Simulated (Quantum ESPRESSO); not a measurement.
# Habitual settings against a tight run: Ag2PdO2 (Immm, 5 atoms in the cell)

Self-consistent single point.

```yaml
crystal:
  lattice:
    - [-1.53873, 2.31322, 5.13933]
    - [1.53873, -2.31322, 5.13933]
    - [1.53873, 2.31322, -5.13933]
  atoms:
    - { symbol: Ag, position: [0.35941, 0.35941, 0.00000] }
    - { symbol: Ag, position: [0.64059, 0.64059, 0.00000] }
    - { symbol: Pd, position: [0.00000, 0.00000, 0.00000] }
    - { symbol: O, position: [0.13713, 0.63713, 0.50000] }
    - { symbol: O, position: [0.86287, 0.36287, 0.50000] }
```

Computed with LDA (PZ), GBRV 1.5 ultrasoft (LDA) pseudopotentials (plane waves; Quantum ESPRESSO).

Base settings: ecutwfc = 40 Ry; ecutrho = 320 Ry; occupations = smearing; smearing = cold; degauss = 0.0147 Ry; potentials = {Ag: ag_lda_v1.4.uspp.F.UPF, Pd: pd_lda_v1.4.uspp.F.UPF, O: o_lda_v1.2.uspp.F.UPF}; K_POINTS = automatic 9 9 9 0 0 0; conv_thr = 1e-10 Ry.

Tight run (finer mesh or higher cutoff; not a proven limit): ecutwfc: 40 Ry → 56 Ry; ecutrho: 320 Ry → 448 Ry; conv_thr: 1e-10 Ry → 7.3e-11 Ry; K_POINTS: automatic 9 9 9 0 0 0 → automatic 13 13 13 0 0 0. It gave Fermi level (on the code's own zero) 11.93 eV; pressure -14.78 GPa; largest force (vector length) 0.681 eV/Å.

Quick runs, as changes from the base:
- A: the base itself
- B: ecutwfc: 40 Ry → 20 Ry; ecutrho: 320 Ry → 160 Ry; smearing: cold → fd; degauss: 0.0147 Ry → 0.0099958 Ry; K_POINTS: automatic 9 9 9 0 0 0 → automatic 4 4 4 0 0 0
- C: ecutwfc: 40 Ry → 28 Ry; ecutrho: 320 Ry → 224 Ry; smearing: cold → mp; K_POINTS: automatic 9 9 9 0 0 0 → automatic 4 4 4 0 0 0
- D: ecutwfc: 40 Ry → 28 Ry; ecutrho: 320 Ry → 224 Ry; K_POINTS: automatic 9 9 9 0 0 0 → automatic 8 8 8 0 0 0
- E: ecutwfc: 40 Ry → 32 Ry; ecutrho: 320 Ry → 256 Ry; degauss: 0.0147 Ry → 0.0099958 Ry; conv_thr: 1e-10 Ry → 7.3e-06 Ry; K_POINTS: automatic 9 9 9 0 0 0 → automatic 2 2 2 0 0 0
- F: ecutwfc: 40 Ry → 32 Ry; ecutrho: 320 Ry → 256 Ry; conv_thr: 1e-10 Ry → 7.3e-06 Ry; K_POINTS: automatic 9 9 9 0 0 0 → automatic 6 6 6 1 1 1

Energies are extrapolated to zero smearing width, which holds to low order in the width alone (under cold and Methfessel-Paxton smearing the free energy itself is taken).

Dashes: time of B, E, under 30 s; pressure of E, F, not trusted under this conv_thr with d or f elements.

The count of work is k-points × plane waves × bands × iterations; it is no time. Core times come from one kind of shared machine and are given to one figure; runs under 30 s give none.

The starting cell comes from a database of computed structures (which also holds hypothetical and non-ambient phases and stackings), without a prior relaxation at this level. Its lattice was rescaled by a random factor within 2.5 % of one. Spin polarisation is off. In the base run, with a pressure of about -15 GPa the cell is away from its equilibrium volume at this level.

| run | energy less tight (meV/atom) | pressure less tight (GPa) | largest miss in a force vector (eV/Å) | count of work / tight | core time / tight (rough) |
|---|---|---|---|---|---|
| A | 23.2 | -0.52 | 0.010 | 0.22 | 0.2 |
| B | 9421.0 | -474.85 | 0.236 | 0.011 | – |
| C | 409.2 | -35.77 | 0.069 | 0.019 | 0.03 |
| D | 408.3 | -36.10 | 0.039 | 0.099 | 0.1 |
| E | 112.2 | – | 0.459 | 0.0042 | – |
| F | 79.5 | – | 0.102 | 0.038 | 0.04 |

Among the runs at the tight run's level, the energy misses run from 23.2 to 9421.0 meV/atom.
